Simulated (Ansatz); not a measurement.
The starting structures come from a database of crystals and need not be the phases stable at ambient conditions.

 Where the default PAW files enter, the runs use the earlier of Ansatz's two default sets.

Consider the following.

```xyz
14
Lattice="7.2687 0.0085 -0.0048 -0.0069 7.2451 -0.0202 0.0000 1.7457 3.0884" Properties=species:S:1:pos:R:3 pbc="T T T"
V      2.0050     3.5887     3.0655
V      5.2568     5.4106    -0.0020
V      0.7183     6.6032     1.3615
V      6.5435     2.3961     1.7020
O      1.3860     2.7454     1.5045
O      5.8759     6.2540     1.5589
O      2.1400     7.4729     0.8699
O      5.1218     1.5264     2.1936
O      1.2769     5.2677     2.1164
O      5.9850     3.7317     0.9470
O      0.2360     7.7458     2.7532
O      7.0258     1.2535     0.3102
O      3.5251     3.9350     2.8697
O      3.7368     5.0643     0.1938
```

Space group of this cell: P2_1/m. The cell was relaxed by PBE-D3(BJ); by r2SCAN its mean pressure is -3.3 GPa.

Transport runs along the normal of the first two printed cell vectors.

The gap is the functional's own. No spin-orbit coupling. Mid-gap values are interpolated on the energy grid.

### Question
State the band gap and the smallest decay constant κ at mid-gap according to r2SCAN (Ansatz, a program for electronic structure).

### Answer
Gap 1.81 eV on a 4×10×10 mesh; κ = 0.283 1/Å, at (0.250, 0.000) of the in-plane reciprocal vectors. At the zone centre, at the nearest computed energy, the slowest state has κ = 0.28 1/Å.
